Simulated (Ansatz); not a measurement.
Worked example: relaxation of cell and atoms of Ti3Al (P6_3/mmc, 8 atoms in the cell) in Ansatz (a first-principles code).

Computed with PBE (plane waves, PAW; Ansatz).

```xyz
8
Lattice="5.6253 0.0000 0.0000 -2.8126 4.8716 0.0000 0.0000 0.0000 4.5319" Properties=species:S:1:pos:R:3 pbc="T T T"
Ti     2.8126     3.2143     1.1330
Ti     0.0000     1.6573     3.3989
Ti    -1.3773     4.0430     3.3989
Ti     4.1900     0.8287     1.1330
Ti     1.4353     0.8287     1.1330
Ti     1.3773     4.0430     3.3989
Al     0.0000     3.2478     1.1330
Al     2.8126     1.6239     3.3989
```

Reference input (self-consistent single point, DFT, PBE, plane waves, default PAW files): kpoints.mp_grid.grid = 5 5 5; hamiltonian.xc = pbe; hamiltonian.pseudopotentials = {kind: paw} (the program's default PAW files); scf.occupations.method = fermi_dirac; scf.occupations.width = 0.1 eV. This run's input differs from it in these lines:

```diff
@@ -26,2 +26,4 @@
     width: 0.1
+relax:
+  cell: {}
 output:
```

Output (repeated stretches shortened):

```
   [... SCF lines of the steps left out ...]
relax step   1: F+E_penalty+E_count = -16075.07455177 eV  Δ(F+E_penalty+E_count) = +0.000e0 eV  max|allowed force component| = 4.474e-2 eV/Å  Δτ_max = 0.0000 Å  P = +9.679 GPa  Ω = 124.194 Å³  (7 SCF iters, dr2 threshold 1.00e-7 eV, accepted)
relax step   2: F+E_penalty+E_count = -16075.23288429 eV  Δ(F+E_penalty+E_count) = -1.583e-1 eV  max|allowed force component| = 1.652e-1 eV/Å  Δτ_max = 0.0127 Å  P = -4.919 GPa  Ω = 140.084 Å³  energy of the carried Pulay correction = -2.910e-3 eV  [...]
   [... lines left out ...]
relax step   7: F+E_penalty+E_count = -16075.34732932 eV  Δ(F+E_penalty+E_count) = -1.886e-6 eV  max|allowed force component| = 3.196e-4 eV/Å  Δτ_max = 0.0002 Å  P = +0.001 GPa  Ω = 133.710 Å³  energy of the carried Pulay correction = -7.177e-6 eV  [...]
relax step   8: F+E_penalty+E_count = -16075.34733793 eV  Δ(F+E_penalty+E_count) = -8.604e-6 eV  max|allowed force component| = 3.193e-4 eV/Å  Δτ_max = 0.0000 Å  P = +0.000 GPa  Ω = 133.710 Å³  stress off target by 3.09e-3 GPa  SCF on the basis [...]
basis re-selected at this cell: Δ(F+E_penalty+E_count) = -8.604e-6 eV, ΔP = -0.000 GPa vs the last step
the relaxation is at rest under the 24 symmetry operations that the run kept from its start: a minimum is not shown …
Stability not checked: this state was not tested for a lower state beside it, because too few of the mixer's solves of this state at the end of the SCF gave a …
Free energy (F): -16075.347338 eV
Internal energy: -16075.119337 eV  (E = F + TS)
   [... lines left out ...]
Fermi energy:    12.160928 eV
  cell:  # Å, volume = 133.7099 Å³
   [... lines left out ...]
    - { symbol: Ti, position: [0.8302773492403008, 0.16972265075969933, 0.25] }
    - { symbol: Ti, position: [0.33944530151939867, 0.16972265075969933, 0.25] }
    - { symbol: Ti, position: [0.6605546984806013, 0.8302773492403004, 0.75] }
    - { symbol: Al, position: [0.3333333333333333, 0.6666666666666666, 0.25] }
    - { symbol: Al, position: [0.6666666666666666, 0.3333333333333333, 0.75] }
```

The run converged.  The full log also holds: “iter 5 did not close the SCF: its close was put off for the readings that it lacked (scf_convergence_deferred on its scf_iter line)”. The full log also holds: “iter 4 did not close the SCF: its close was put off for the readings that it lacked (scf_convergence_deferred on its scf_iter line)”.

Summary of the result:
- Free energy E − TS (on the zero of these files) = -16075.3473 eV
- Fermi level (on the code's own zero) = 12.16 eV
- Pressure = 0.00 GPa
- Final cell = a = b = 5.7581 Å, c = 4.6567 Å, α = β = 90.00°, γ = 120.00°
- Final volume per atom = 16.71 Å³
- Relaxation steps = 8

The starting cell comes from a database of computed structures (which also holds hypothetical and non-ambient phases and stackings), without a prior relaxation at this level. Its lattice was rescaled by a random factor within 2.5 % of one. Spin polarisation is off. The relaxation keeps the symmetry of its start, so its end need not be a minimum. Ansatz's pressure includes its estimate of the finite-basis (Pulay) stress.

Cost on one core of a shared machine: roughly 30 s.

Keys are those of Ansatz 0.2.
